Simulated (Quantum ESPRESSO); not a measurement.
Input and output of a self-consistent single point for Zr₂Au (I4/mmm, 3 atoms in the cell) (Quantum ESPRESSO).

Method of the run: LDA (PZ), GBRV 1.5 ultrasoft (LDA) pseudopotentials (plane waves; Quantum ESPRESSO).

```yaml
crystal:
  lattice:
    - [-1.65018, 1.65018, 5.82547]
    - [1.65018, -1.65018, 5.82547]
    - [1.65018, 1.65018, -5.82547]
  atoms:
    - { symbol: Zr, position: [0.65970, 0.65970, 0.00000] }
    - { symbol: Zr, position: [0.34030, 0.34030, 0.00000] }
    - { symbol: Au, position: [0.00000, 0.00000, 0.00000] }
```

Reference input (self-consistent single point, DFT, PBEsol, plane waves, GBRV 1.5 ultrasoft (PBESOL) pseudopotentials): ecutwfc = 40 Ry; ecutrho = 320 Ry; occupations = smearing; smearing = fd; degauss = 0.0036749 Ry; potentials = {Zr: zr_pbesol_v1.uspp.F.UPF, Au: au_pbesol_v1.uspp.F.UPF}; K_POINTS = automatic 10 10 10 0 0 0; conv_thr = 1e-10 Ry; mixing_beta = 0.7. This run's input differs from it in these lines:

```diff
@@ -23,4 +23,4 @@
 ATOMIC_SPECIES
-Zr    91.2240  zr_pbesol_v1.uspp.F.UPF
-Au   196.9666  au_pbesol_v1.uspp.F.UPF
+Zr    91.2240  zr_lda_v1.uspp.F.UPF
+Au   196.9666  au_lda_v1.uspp.F.UPF
 ATOMIC_POSITIONS {crystal}
```

Output (repeated stretches shortened):

```
     Self-consistent Calculation

     iteration #  1     ecut=    40.00 Ry     beta= 0.70

     negative rho (up, down):  1.216E-01 0.000E+00

     total energy              =    -312.81597526 Ry
     estimated scf accuracy    <       1.11261595 Ry

     iteration #  2     ecut=    40.00 Ry     beta= 0.70

     negative rho (up, down):  1.220E-01 0.000E+00

     total energy              =    -312.69110562 Ry
     estimated scf accuracy    <       6.92096321 Ry

     iteration #  3     ecut=    40.00 Ry     beta= 0.70

     negative rho (up, down):  1.227E-01 0.000E+00

     total energy              =    -313.57817375 Ry
     estimated scf accuracy    <       0.17240372 Ry

   [... 7 blocks of this kind left out ...]

     iteration # 11     ecut=    40.00 Ry     beta= 0.70

     negative rho (up, down):  1.236E-01 0.000E+00

     total energy              =    -313.60201947 Ry
     estimated scf accuracy    <          5.4E-10 Ry

     iteration # 12     ecut=    40.00 Ry     beta= 0.70

     negative rho (up, down):  1.236E-01 0.000E+00
     End of self-consistent calculation

     Number of k-points >= 100: set verbosity='high' to print the bands.

     the Fermi energy is    14.5011 ev

!    total energy              =    -313.60201947 Ry
     estimated scf accuracy    <          9.6E-11 Ry
     smearing contrib. (-TS)   =      -0.00107683 Ry
     internal energy E=F+TS    =    -313.60094264 Ry

     convergence has been achieved in  12 iterations

     negative rho (up, down):  1.236E-01 0.000E+00

     Forces acting on atoms (cartesian axes, Ry/au):

     atom    1 type  1   force =    -0.00000000   -0.00000000   -0.00244907
     atom    2 type  1   force =    -0.00000000    0.00000000    0.00244907
     atom    3 type  2   force =    -0.00000000   -0.00000000    0.00000000

     Total force =     0.003464     Total SCF correction =     0.000002

     negative rho (up, down):  1.236E-01 0.000E+00
          total   stress  (Ry/bohr**3)                   (kbar)     P=      -71.75
  -0.00048598  -0.00000000  -0.00000000          -71.49       -0.00       -0.00
  -0.00000000  -0.00048598  -0.00000000           -0.00      -71.49       -0.00
  -0.00000000  -0.00000000  -0.00049124           -0.00       -0.00      -72.26

   JOB DONE.
```

The run converged in 12 iterations. Against the reference run the pressure goes from -4.03 to -7.17 GPa and the largest force goes from 0.014 to 0.063 eV/Å. The full log also holds: “c_bands:  1 eigenvalues not converged”.

The starting cell comes from a database of computed structures (which also holds hypothetical and non-ambient phases and stackings), without a prior relaxation at this level. Spin-orbit coupling is off. With a pressure of about -7 GPa the cell is away from its equilibrium volume at this level.

Cost on one core of a shared machine: roughly 90 s.
